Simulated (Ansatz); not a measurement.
Faces of bcc Ta in 1x1 cells, as slabs relaxed from ideal cuts; for each face the lowest of the symmetric, stoichiometric cuts and spin starts that were computed. The slabs keep the symmetry of their cuts; real faces may buckle, or reconstruct in larger cells. No spin-orbit coupling, no Hubbard U.

Level of theory: PBE (plane waves to 420 eV, PAW; Ansatz, a program for electronic structure).

```json
[
 {"face": "(100)", "cell area (Å²)": "11.02", "outermost plane spacing of the ideal cut (Å)": "1.66", "γ unrelaxed (J/m²)": "2.75", "γ relaxed (J/m²)": "2.55", "work function, top face (eV)": "3.80"},
 {"face": "(110)", "cell area (Å²)": "7.79", "outermost plane spacing of the ideal cut (Å)": "2.35", "γ unrelaxed (J/m²)": "2.43", "γ relaxed (J/m²)": "2.38", "work function, top face (eV)": "4.72"},
 {"face": "(111)", "cell area (Å²)": "19.08", "outermost plane spacing of the ideal cut (Å)": "0.96", "γ unrelaxed (J/m²)": "3.07", "γ relaxed (J/m²)": "2.74", "work function, top face (eV)": "3.83"},
 {"face": "(210)", "cell area (Å²)": "24.63", "outermost plane spacing of the ideal cut (Å)": "0.74", "γ unrelaxed (J/m²)": "2.75", "γ relaxed (J/m²)": "2.55", "work function, top face (eV)": "4.09"},
 {"face": "(211)", "cell area (Å²)": "13.49", "outermost plane spacing of the ideal cut (Å)": "1.35", "γ unrelaxed (J/m²)": "2.90", "γ relaxed (J/m²)": "2.70", "work function, top face (eV)": "3.96"},
 {"face": "(221)", "cell area (Å²)": "33.05", "outermost plane spacing of the ideal cut (Å)": "0.55", "γ unrelaxed (J/m²)": "2.88", "γ relaxed (J/m²)": "2.66", "work function, top face (eV)": "4.07"},
 {"face": "(320)", "cell area (Å²)": "39.72", "outermost plane spacing of the ideal cut (Å)": "0.46", "γ unrelaxed (J/m²)": "2.65", "γ relaxed (J/m²)": "2.50", "work function, top face (eV)": "4.32"},
 {"face": "(322)", "cell area (Å²)": "45.42", "outermost plane spacing of the ideal cut (Å)": "0.40", "γ unrelaxed (J/m²)": "2.99", "γ relaxed (J/m²)": "(withheld)", "work function, top face (eV)": "3.90"},
 {"face": "(332)", "cell area (Å²)": "25.83", "outermost plane spacing of the ideal cut (Å)": "0.71", "γ unrelaxed (J/m²)": "2.96", "γ relaxed (J/m²)": "2.68", "work function, top face (eV)": "3.92"}
]
```

Task: Complete the blanks.

Result: 
- (322), γ relaxed (J/m²): 2.72
